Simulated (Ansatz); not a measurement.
Take BAs in the zinc blende structure (space group F-43m, No. 216; a = 4.784 Å) as the base.

Structures relaxed with plane-wave PAW DFT at the r2SCAN level (Ansatz, a first-principles code, 500 eV), spin-orbit coupling left out.

Base:

Simulated powder pattern, Cu Kα1, λ = 1.54056 Å (kinematic, ideal powder, no thermal factors, no anomalous dispersion; the 14 strongest lines at most, above 2 %, up to 2θ = 90°):

```tsv
2θ (°)	I/Imax (%)	hkl
32.39	100	(111)
37.57	40	(200)
54.18	40	(220)
64.56	40	(311)
67.80	9.5	(222)
80.19	6.3	(400)
89.15	17	(331)
```

After one change:

Simulated powder pattern, Cu Kα1, λ = 1.54056 Å (kinematic, ideal powder, no thermal factors, no anomalous dispersion; the 14 strongest lines at most, above 2 %, up to 2θ = 90°):

```
2θ (°)  I/Imax (%)
------  ----------
32.23          100
37.38           40
53.90           40
64.21           40
67.43          9.6
79.72          6.3
88.61           17
```

Problem. Name the change that was made.
A) pressure 10 GPa
B) pressure 3 GPa
C) pressure −2 GPa
D) pressure 1.5 GPa

Solution. C, pressure −2 GPa. Its volume per atom is 13.89 Å³ against 13.69 Å³, and its space group is F-43m (No. 216).

Load acts through the strain it causes; cell and atoms are relaxed under it. Stability against distortions was not tested. Competing high-pressure phases were not computed.
